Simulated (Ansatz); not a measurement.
The reference is TiAl (space group P4/mmm, No. 123; a = 2.813 Å, c = 4.058 Å).

Calculations: r2SCAN (Ansatz, a program for electronic structure, PAW, scalar-relativistic without spin-orbit coupling).

For the base:

| Quantity | Value |
|---|---|
| Lattice parameter a | 281.3 pm |
| c/a ratio | 1.443 |

Now apply this change: hydrostatic tension (pressure −1 GPa).

**Question.** Estimate the effect on the lattice parameter a.

**Answer.** The lattice parameter a rises by 0.8 pm (281.3 pm → 282.1 pm).

**Question.** What does the calculation give for the c/a ratio after the change?

**Answer.** The c/a ratio is still 1.443.

Load acts through the strain it causes; cell and atoms are relaxed under it. Whether these cells are dynamically stable was not tested. All final runs are without spin polarisation.
